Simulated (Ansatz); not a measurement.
# ScCu, thickness series

Base system: ScCu in the CsCl type structure (space group Pm-3m, No. 221; a = 3.209 Å). Axes: x, y, z lie along the cube axes.

Free-standing slabs (2 atom(s) a layer) normal to [110] with 15 Å of vacuum; in-plane cell held at bulk.

Computed with PBEsol, PAW, 420 eV (Ansatz, a first-principles code; no SOC).

Notes on the quantities. excess energy per area of both faces: slab less bulk energy over the cell's area: twice a surface energy; uncertain by up to 0.2 J/m²; layer's space group: with vacuum.

```csv
variant,excess energy per area of both faces,layer's space group,thickness between the outermost nuclei,shortest interatomic distance
base,–,–,–,2.779 Å
1 layer,–,Pmmm (No. 47),–,2.779 Å
2 layers,2.79 J/m²,Pmma (No. 51),2.38 Å,2.568 Å
3 layers,3.0 J/m²,Pmmm (No. 47),4.55 Å,2.620 Å
4 layers,2.8 J/m²,Pmma (No. 51),6.98 Å,2.620 Å
5 layers,2.9 J/m²,Pmmm (No. 47),9.16 Å,2.617 Å
6 layers,2.9 J/m²,Pmma (No. 51),11.54 Å,2.621 Å
7 layers,2.9 J/m²,Pmmm (No. 47),13.75 Å,2.619 Å
```

Slab and bulk use different k-meshes, which limits the precision of the excess energy. No phonon test of stability was made. All final runs are without spin polarisation.
